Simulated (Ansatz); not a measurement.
Start from TiN in the rock salt structure (space group Fm-3m, No. 225; a = 4.233 Å; relaxed with 0.1 eV smearing). Axes: x, y, z lie along the cube axes.

Level of theory: r2SCAN (Ansatz, a quantum-chemistry and plane-wave program, PAW, spin-orbit coupling left out).

Strains are applied to the cell and any free atomic positions relax; under biaxial strain the out-of-plane vector relaxes too.

One change was made to it. Results:

The energy hardly moves; the shortest interatomic distance remains 2.117 Å.

### Question
Which change produced these results?
A) tensor shear ε_xz = +0.22 %
B) isotropic strain +1.28 %
C) isotropic strain −5.73 %
D) biaxial strain −4.72 %, plane normal [001], relaxed out of plane

### Answer
A, tensor shear ε_xz = +0.22 %. For comparison, the energy relative to the base in the other runs: isotropic strain +1.28 % gives +12 meV/atom; isotropic strain −5.73 % gives +0.311 eV/atom; biaxial strain −4.72 %, plane normal [001], relaxed out of plane gives +110 meV/atom.

Stability against distortions was not tested. All final runs are without spin polarisation. An odd electron count without spin: TiN.
